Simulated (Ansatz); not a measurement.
Consider Sc in the hcp (Mg type) structure (space group P6_3/mmc, No. 194).

```
Sc
1.0
    3.27714     0.00000     0.00000
   -1.63857     2.83808     0.00000
    0.00000     0.00000     5.08539
Sc
2
Direct
  0.33333   0.66667   0.75000
  0.66667   0.33333   0.25000
```

Levels (all Ansatz, a program for electronic structure, PAW): PBEsol (420 eV, spin-orbit coupling left out); r2SCAN (500 eV, no spin-orbit coupling).

The geometry is relaxed with PBEsol.

| Property | Result |
|---|---|
| PBEsol pressure | 0.0 GPa |

Predict the pressure from r2SCAN.

The pressure goes from zero to 3.1 GPa.

Single points use the geometry relaxed with PBEsol. Their cutoffs differ, which shifts pressures a little. No phonon test of stability was made. The final runs are not spin-polarised.
